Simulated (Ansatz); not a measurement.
Worked example: relaxation of cell and atoms of CsYbF₃ (Pm-3m, 5 atoms in the cell) in Ansatz (a quantum-chemistry and plane-wave program).

Method of the run: PBEsol, PAW files made with PBE (plane waves; Ansatz).

```xyz
5
Lattice="4.5088 0.0000 0.0000 0.0000 4.5088 0.0000 0.0000 0.0000 4.5088" Properties=species:S:1:pos:R:3 pbc="T T T"
Cs     0.0000     0.0000     0.0000
Yb     2.2544     2.2544     2.2544
F      0.0000     2.2544     2.2544
F      2.2544     0.0000     2.2544
F      2.2544     2.2544     0.0000
```

Reference input (self-consistent single point, DFT, PBEsol, plane waves, PAW files made with PBE): basis.ecutwfc = 420 eV; kpoints.mp_grid.grid = 6 6 6; hamiltonian.xc = pbesol; hamiltonian.pseudopotentials = {kind: paw} (the program's default PAW files); scf.occupations.method = fermi_dirac; scf.occupations.width = 0.05 eV. This run's input differs from it in these lines:

```diff
@@ -20,2 +20,4 @@
   occupations: { method: fermi_dirac, width: 0.05 }
+relax:
+  cell: {}
 output:
```

Output (repeated stretches shortened):

```
   [... SCF lines of the steps left out ...]
relax step   1: F+E_penalty+E_count = -21672.18625827 eV  Δ(F+E_penalty+E_count) = +0.000e0 eV  max|allowed force component| = 5.030e-29 eV/Å  Δτ_max = 0.0000 Å  P = +2.485 GPa  Ω = 91.660 Å³  (15 SCF iters, dr2 threshold 1.00e-7 eV, accepted)
relax step   2: F+E_penalty+E_count = -21672.20687860 eV  Δ(F+E_penalty+E_count) = -2.062e-2 eV  max|allowed force component| = 1.175e-29 eV/Å  Δτ_max = 0.0000 Å  P = -0.078 GPa  Ω = 95.515 Å³  energy of the carried Pulay correction = -7.332e-3 eV  [...]
   [... lines left out ...]
relax step   5: F+E_penalty+E_count = -21672.21560924 eV  Δ(F+E_penalty+E_count) = +3.326e-4 eV  max|allowed force component| = 9.782e-30 eV/Å  Δτ_max = 0.0000 Å  P = +0.009 GPa  Ω = 95.642 Å³  energy of the carried Pulay correction = -4.563e-4 eV  [...]
relax step   6: F+E_penalty+E_count = -21672.21616054 eV  Δ(F+E_penalty+E_count) = -5.513e-4 eV  max|allowed force component| = 1.191e-29 eV/Å  Δτ_max = 0.0000 Å  P = +0.012 GPa  Ω = 95.642 Å³  stress off target by 1.21e-2 GPa  SCF on the basis [...]
basis re-selected at this cell: Δ(F+E_penalty+E_count) = -5.513e-4 eV, ΔP = +0.003 GPa vs the last step
the relaxation is at rest under the 48 symmetry operations that the run kept from its start: a minimum is not shown …
Free energy (F): -21672.216161 eV
Internal energy: -21672.196318 eV  (E = F + TS)
E sigma→0 (E₀):  -21672.206239 eV
Entropy (-TS):   -0.019842 eV (-3.968 meV/atom)
Fermi energy:    10.873295 eV
--- Forces (eV/Å), atoms counted from 1 ---
  atom   1  Cs    -0.00000000    -0.00000000    -0.00000000
   [... zero for the other atoms too ...]
   [... lines left out ...]
  cell:  # Å, volume = 95.6423 Å³
   [... lines left out ...]
    - [1.2839532962581572e-34, 0.0, 4.573163335645478]
  atoms:
    - { symbol: Cs, position: [-1.0678751640542898e-36, -1.2792254570828227e-37, 4.9389226335479723e-36] }
    - { symbol: Yb, position: [0.5, 0.5, 0.5] }
    - { symbol: F, position: [-1.0678751654609047e-36, 0.5, 0.5] }
    - { symbol: F, position: [0.5, 7.619734244358895e-37, 0.5] }
    - { symbol: F, position: [0.5, 0.5, -1.2903491565540388e-36] }
```

The run converged. 

Summary of the result:
* **Free energy E − TS (on the zero of these files)**: -21672.2162 eV
* **Fermi level (on the code's own zero)**: 10.87 eV
* **Pressure**: 0.01 GPa
* **Final cell**: a = b = c = 4.5732 Å, α = β = γ = 90.00°
* **Final volume per atom**: 19.13 Å³
* **Relaxation steps**: 6

The starting cell comes from a database of computed structures (which also holds hypothetical and non-ambient phases and stackings), without a prior relaxation at this level. Spin polarisation is off, so a magnetic state, if there is one, cannot be reached. The f electrons are in the valence without U or exact exchange, which can misplace them near the Fermi level. Spin-orbit terms, which matter for f shells, are left out. The relaxation keeps the symmetry of its start, so its end need not be a minimum. Ansatz's pressure includes its estimate of the finite-basis (Pulay) stress.

Cost on one core of a shared machine: roughly 40 s.

Keys are those of Ansatz 0.2.
